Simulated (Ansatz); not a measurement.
Relaxation of the outer planes of the (331) surface of fcc Ir in its 1x1 cell, outermost plane spacing 0.89 Å in the ideal cut.

All values below come from PBE (plane waves to 420 eV, PAW; Ansatz, a first-principles code).

Set-up: 12 atoms, 9.8 Å thick at the start (thin: gaps and levels are the slab's own); mesh 14x7x1; 0.1 eV smearing; dipole correction on; all atoms relaxed; held to the part of the start's symmetry that mesh and held atoms allow; no spin, no spin-orbit, no U.

| plane | atoms | bulk spacing to the next (Å) | relaxed spacing (Å) | change (%) | rumpling (Å) |
|---|---|---|---|---|---|
| 1 | Ir | 0.888 | … | … | 0.00 |
| 2 | Ir | 0.888 | 0.739 | -16.8 | 0.00 |

### Question
Some entries are withheld; supply them.

### Answer

- 1, relaxed spacing (Å): 0.800
- 1, change (%): -9.9
